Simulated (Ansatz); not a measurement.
Candidates (primitive cells; geometry: cell and atoms relaxed with PBEsol):
A. BeS (F-43m), a = 3.4209 Å, b = 3.4209 Å, c = 3.4209 Å, α = 60.00°, β = 60.00°, γ = 60.00°
B. InAs (F-43m), a = b = c = 4.305 Å, α = β = γ = 60.00°
C. ZnSe (F-43m), a = b = c = 3.9833 Å, α = β = γ = 60.00°
D. BP (F-43m), a = b = c = 3.1962 Å, α = β = γ = 60.00°
E. GaAs (F-43m), a = 4.001 Å, b = 4.001 Å, c = 4.001 Å, α = 60.00°, β = 60.00°, γ = 60.00°

Problem. Rank these by band gap (highest first), as HSE06, rigid bands (Ansatz, a program for electronic structure) gives it.

Solution. A (4.04 eV), C (2.50 eV), D (1.95 eV), E (1.40 eV), B (0.42 eV)

Spin-orbit coupling is left out.
